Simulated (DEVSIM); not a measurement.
System: Si p+/n-/n+ power diode, at 400 K.

```tsv
layer (left to right)	material	thickness (μm)	Nd (cm⁻³)	Na (cm⁻³)	τn (s)	τp (s)
1	Si	0.910	-	7.4e18	9.2e-5	9.2e-5
2	Si	5.20	1.8e16	-	9.2e-5	9.2e-5
3	Si	5.90	1.8e18	-	9.2e-5	9.2e-5
```

Left contact: ohmic. Right contact: ohmic. Voltage is applied to the left contact. Recombination: SRH at mid-gap, Auger. Mobility is constant in doping.

The device is made up for the run: typed textbook-type constants, with dimensions and the other settings drawn at random. Values at 300 K; Nc and Nv go as T^1.5, mobilities as T to minus their exponent, the gap by Varshni's rule with the affinity fixed.

| parameter | Si |
|---|---|
| gap (eV) | 1.124 |
| affinity (eV) | 4.05 |
| permittivity | 11.7 |
| Nc (cm⁻³) | 2.86e19 |
| Nv (cm⁻³) | 3.1e19 |
| μn (cm²/Vs) | 1417 |
| μp (cm²/Vs) | 470 |
| T exponent of μn | 2.3 |
| T exponent of μp | 2.2 |
| Cn (cm⁶/s) | 2.8e-31 |
| Cp (cm⁶/s) | 9.9e-32 |
| Varshni α (eV/K) | 0.000473 |
| Varshni β (K) | 636 |

Model (solved in DEVSIM): 1D drift-diffusion, Boltzmann statistics, complete ionisation; no tunnelling, impact ionisation, image-force lowering or self-heating.

Question: Tabulate band edges, carrier densities and field at zero bias.

Answer: Energies count from the Fermi level of the right contact; mesh points crowd at the junctions.

```json
[
 {"x (μm)": "0.000", "Ec (eV)": "1.032", "Ev (eV)": "-0.064", "n (cm⁻³)": "4400000", "p (cm⁻³)": "7.4e18", "field (V/cm)": "≈ 0"},
 {"x (μm)": "0.04665", "Ec (eV)": "1.032", "Ev (eV)": "-0.064", "n (cm⁻³)": "4400000", "p (cm⁻³)": "7.4e18", "field (V/cm)": "≈ 0"},
 {"x (μm)": "0.1790", "Ec (eV)": "1.032", "Ev (eV)": "-0.064", "n (cm⁻³)": "4400000", "p (cm⁻³)": "7.4e18", "field (V/cm)": "≈ 0"},
 {"x (μm)": "0.5238", "Ec (eV)": "1.032", "Ev (eV)": "-0.064", "n (cm⁻³)": "4400000", "p (cm⁻³)": "7.4e18", "field (V/cm)": "≈ 0"},
 {"x (μm)": "0.8368", "Ec (eV)": "1.032", "Ev (eV)": "-0.064", "n (cm⁻³)": "4400000", "p (cm⁻³)": "7.4e18", "field (V/cm)": "≈ 0"},
 {"x (μm)": "0.9006", "Ec (eV)": "1.032", "Ev (eV)": "-0.064", "n (cm⁻³)": "4400000", "p (cm⁻³)": "7.4e18", "field (V/cm)": "-1300"},
 {"x (μm)": "0.9359", "Ec (eV)": "0.801", "Ev (eV)": "-0.295", "n (cm⁻³)": "3.5e9", "p (cm⁻³)": "9.2e15", "field (V/cm)": "-54000"},
 {"x (μm)": "1.101", "Ec (eV)": "0.307", "Ev (eV)": "-0.790", "n (cm⁻³)": "6.0e15", "p (cm⁻³)": "5.3e9", "field (V/cm)": "-9100"},
 {"x (μm)": "1.527", "Ec (eV)": "0.269", "Ev (eV)": "-0.827", "n (cm⁻³)": "1.8e16", "p (cm⁻³)": "1.8e9", "field (V/cm)": "≈ 0"},
 {"x (μm)": "2.796", "Ec (eV)": "0.269", "Ev (eV)": "-0.827", "n (cm⁻³)": "1.8e16", "p (cm⁻³)": "1.8e9", "field (V/cm)": "≈ 0"},
 {"x (μm)": "4.917", "Ec (eV)": "0.269", "Ev (eV)": "-0.827", "n (cm⁻³)": "1.8e16", "p (cm⁻³)": "1.8e9", "field (V/cm)": "≈ 0"},
 {"x (μm)": "5.862", "Ec (eV)": "0.269", "Ev (eV)": "-0.828", "n (cm⁻³)": "1.8e16", "p (cm⁻³)": "1.8e9", "field (V/cm)": "-18"},
 {"x (μm)": "6.043", "Ec (eV)": "0.258", "Ev (eV)": "-0.838", "n (cm⁻³)": "2.5e16", "p (cm⁻³)": "1.3e9", "field (V/cm)": "-3300"},
 {"x (μm)": "6.104", "Ec (eV)": "0.179", "Ev (eV)": "-0.918", "n (cm⁻³)": "2.5e17", "p (cm⁻³)": "1.3e8", "field (V/cm)": "-44000"},
 {"x (μm)": "6.167", "Ec (eV)": "0.110", "Ev (eV)": "-0.986", "n (cm⁻³)": "1.8e18", "p (cm⁻³)": "1.8e7", "field (V/cm)": "≈ 0"},
 {"x (μm)": "6.329", "Ec (eV)": "0.110", "Ev (eV)": "-0.986", "n (cm⁻³)": "1.8e18", "p (cm⁻³)": "1.8e7", "field (V/cm)": "≈ 0"},
 {"x (μm)": "6.811", "Ec (eV)": "0.110", "Ev (eV)": "-0.986", "n (cm⁻³)": "1.8e18", "p (cm⁻³)": "1.8e7", "field (V/cm)": "≈ 0"},
 {"x (μm)": "8.251", "Ec (eV)": "0.110", "Ev (eV)": "-0.986", "n (cm⁻³)": "1.8e18", "p (cm⁻³)": "1.8e7", "field (V/cm)": "≈ 0"},
 {"x (μm)": "11.12", "Ec (eV)": "0.110", "Ev (eV)": "-0.986", "n (cm⁻³)": "1.8e18", "p (cm⁻³)": "1.8e7", "field (V/cm)": "≈ 0"},
 {"x (μm)": "11.73", "Ec (eV)": "0.110", "Ev (eV)": "-0.986", "n (cm⁻³)": "1.8e18", "p (cm⁻³)": "1.8e7", "field (V/cm)": "≈ 0"},
 {"x (μm)": "11.93", "Ec (eV)": "0.110", "Ev (eV)": "-0.986", "n (cm⁻³)": "1.8e18", "p (cm⁻³)": "1.8e7", "field (V/cm)": "≈ 0"},
 {"x (μm)": "12.01", "Ec (eV)": "0.110", "Ev (eV)": "-0.986", "n (cm⁻³)": "1.8e18", "p (cm⁻³)": "1.8e7", "field (V/cm)": "≈ 0"}
]
```
